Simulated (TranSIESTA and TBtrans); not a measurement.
System: Ge chain with one bond stretched by 1.5 Å. Leads: straight Ge chain, spacing 2.4 Å. Geometry: as built, not relaxed. Transport runs along z; the first 6 and the last 6 of the 20 atoms are the lead cells, repeated to infinity.

```xyz
20
Lattice="9.000 0.000 0.000 0.000 9.000 0.000 0.000 0.000 49.500" Properties=species:S:1:pos:R:3 pbc="F F T"
Ge     4.500     4.500     0.000
Ge     4.500     4.500     2.400
Ge     4.500     4.500     4.800
Ge     4.500     4.500     7.200
Ge     4.500     4.500     9.600
Ge     4.500     4.500    12.000
Ge     4.500     4.500    14.400
Ge     4.500     4.500    16.800
Ge     4.500     4.500    19.200
Ge     4.500     4.500    21.600
Ge     4.500     4.500    25.500
Ge     4.500     4.500    27.900
Ge     4.500     4.500    30.300
Ge     4.500     4.500    32.700
Ge     4.500     4.500    35.100
Ge     4.500     4.500    37.500
Ge     4.500     4.500    39.900
Ge     4.500     4.500    42.300
Ge     4.500     4.500    44.700
Ge     4.500     4.500    47.100
```

Run with TranSIESTA and TBtrans (open boundaries, self-consistent; PseudoDojo norm-conserving potentials, scalar-relativistic): PAO.BasisSize DZP, PAO.EnergyShift 0.15 eV, XC.Authors PBE, Mesh.Cutoff 200 Ry, ElectronicTemperature 300 K, TS.Voltage 0.0 eV, TBT.Elecs.Eta 0.001 eV, no spin polarisation.

Energies count from the leads' Fermi level. Transmissions are for one spin of a degenerate pair. The energy step is 0.01 eV; narrower resonances are cut or missed.

```csv
E (eV),T
-0.20,0.409
-0.15,0.427
-0.10,0.442
-0.05,0.453
0.00,0.461
0.05,0.464
0.10,0.463
0.15,0.460
0.20,0.455
```

Problem. Give the zero-bias conductance in μS and the resistance at 300 K.

Solution. At the Fermi level T = 0.461. Averaged with −∂f/∂E over the full grid (kT = 25.9 meV) it is 0.459. With G0 = 2e²/h = 77.48 μS, G = 35.6 μS and R = 1/G = 28.1 kΩ.

Problem. The eigenchannels at the Fermi level transmit 0.242, 0.109, 0.109. What Fano factor of the shot noise follows at low temperature and bias?

Solution. F = Σ τ(1 − τ)/Σ τ = 0.378/0.460 = 0.82.

The straight chain is held at its spacing; free chains may zigzag or dimerise. No spin-polarised start was tried, so a magnetic state, if there is one, is missed.
